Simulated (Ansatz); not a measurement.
Base system: Ta in the bcc (W type) structure (space group Im-3m, No. 229; relaxed with 0.1 eV smearing).

```
CELL_PARAMETERS angstrom
     -1.62703     1.62703     1.62703
      1.62703    -1.62703     1.62703
      1.62703     1.62703    -1.62703
ATOMIC_POSITIONS crystal
  Ta 0.00000 0.00000 0.00000
```

Cartesian axes are those of the cell as printed.

The values are results of LDA in Ansatz (plane waves to 420 eV, PAW, no spin-orbit coupling), not measurements.

For the base:

| Property | Result |
|---|---|
| Pressure | 0.0 GPa |
| Shortest interatomic distance | 2.818 Å |

It is then changed as follows: tensor shear ε_xy = +1.14 % (engineering shear γ = 0.0228), atoms relaxed at fixed cell.

**Question.** What does the calculation give for the energy relative to the base, pressure and shortest interatomic distance after the change?

**Answer.** The energy grows by 1.9 meV/atom; the pressure (mean of the normal stresses, compression positive) is nearly the same (0.0 GPa against 0.1 GPa); the shortest interatomic distance decreases by 0.021 Å, from 2.818 Å to 2.797 Å.

The cells carry an imposed strain or load. Stability against distortions was not tested. The final runs are not spin-polarised.

Ansatz is a first-principles code.
